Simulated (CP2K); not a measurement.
A self-consistent single point of TiPd (Pm-3m, 2 atoms in the cell) with CP2K.

Computed with LDA (Pade form), GPW, DZVP-MOLOPT-SR-GTH basis, GTH-PADE potentials (GTH_POTENTIALS) in CP2K 2026.2.

```
CELL_PARAMETERS angstrom
      3.14089     0.00000     0.00000
      0.00000     3.14089     0.00000
      0.00000     0.00000     3.14089
ATOMIC_POSITIONS crystal
  Ti 0.50000 0.50000 0.50000
  Pd 0.00000 0.00000 0.00000
```

Reference input (self-consistent single point, DFT PBEsol, GPW, DZVP-MOLOPT-SR-GTH basis, GTH-PBE potentials (GTH_POTENTIALS)): CUTOFF = 600 Ry; REL_CUTOFF = 40 Ry; SMEAR/METHOD = MARZARI_VANDERBILT; SIGMA = 0.1 eV; KPOINTS/SCHEME = MONKHORST-PACK 7 7 7; XC_FUNCTIONAL = PBE:PBESOL; Ti/BASIS_SET = DZVP-MOLOPT-SR-GTH-q12; Ti/POTENTIAL = GTH-PBE-q12; Pd/BASIS_SET = DZVP-MOLOPT-SR-GTH-q18; Pd/POTENTIAL = GTH-PBE-q18; METHOD = GPW; EPS_DEFAULT = 1e-10. This run's input differs from it in these lines:

```diff
@@ -43,6 +43,3 @@
     &XC
-      &XC_FUNCTIONAL
-        &PBE
-          PARAMETRIZATION PBESOL
-        &END PBE
+      &XC_FUNCTIONAL PADE
       &END XC_FUNCTIONAL
@@ -78,3 +75,3 @@
       BASIS_SET DZVP-MOLOPT-SR-GTH-q12
-      POTENTIAL GTH-PBE-q12
+      POTENTIAL GTH-PADE-q12
     &END KIND
@@ -82,3 +79,3 @@
       BASIS_SET DZVP-MOLOPT-SR-GTH-q18
-      POTENTIAL GTH-PBE-q18
+      POTENTIAL GTH-PADE-q18
     &END KIND
```

The program printed (abridged):

```
 SCF WAVEFUNCTION OPTIMIZATION

  Step     Update method      Time    Convergence         Total energy    Change
     1 NoMix/Diag. 0.20E+00      -     1.70991747      -185.7098930381 -1.86E+02
     2 Broy./Diag. 0.20E+00      -     0.99156680      -189.9809370758 -4.27E+00
     3 Broy./Diag. 0.20E+00      -     0.05796651      -186.8163386753  3.16E+00
     4 Broy./Diag. 0.20E+00      -     0.13682716      -185.9504589690  8.66E-01
     5 Broy./Diag. 0.20E+00      -     0.06568170      -185.0059401817  9.45E-01
     6 Broy./Diag. 0.20E+00      -     0.00624612      -184.9917154188  1.42E-02
   [... 4 lines left out ...]
    11 Broy./Diag. 0.20E+00      -     0.00009818      -185.1309948393  4.43E-03
    12 Broy./Diag. 0.20E+00      -     0.00000909      -185.1311836286 -1.89E-04
    13 Broy./Diag. 0.20E+00      -     0.00001228      -185.1313485768 -1.65E-04
    14 Broy./Diag. 0.20E+00      -     0.00000052      -185.1315046309 -1.56E-04
  *** SCF run converged in    14 steps ***

  Overlap energy of the core charge distribution:               0.00000000000000
  Self energy of the core charge distribution:               -329.82276809710942
  Core Hamiltonian energy:                                     80.16891762241607
  Hartree energy:                                              84.14395069911295
  Exchange-correlation energy:                                -19.62150267159130
  Smearing free energy correction:                             -0.00010218178804
  Fermi energy:                                                 0.50250461759496

  Total energy:                                              -185.13150463092282

 ENERGY| Total FORCE_EVAL ( QS ) energy [hartree]           -185.131519426948927

 FORCES| Atomic forces [hartree/bohr]
   [... lines left out ...]

 STRESS| Analytical stress tensor [bar]
 STRESS|                        x                   y                   z
 STRESS|      x       -9.13645215334E+04  -2.54036575678E-04  -2.54040201471E-04
 STRESS|      y       -2.54036575678E-04  -9.13645257625E+04  -2.54032090351E-04
 STRESS|      z       -2.54040201471E-04  -2.54032090351E-04  -9.13645380074E+04
 STRESS| 1/3 Trace                                            -9.13645284344E+04
```

The run converged in 14 iterations. Against the reference run the pressure goes from -0.62 to -9.14 GPa.

The starting cell comes from a database of published, mostly measured structures (it also holds non-ambient and calculated ones), without a prior relaxation at this level. Its lattice was rescaled by a random factor within 2.5 % of one. Spin polarisation is off. Values carry the incompleteness of an atom-centred basis. With a pressure of about -9 GPa the cell is away from its equilibrium volume at this level.

Cost on one core of a shared machine: roughly 60 s.
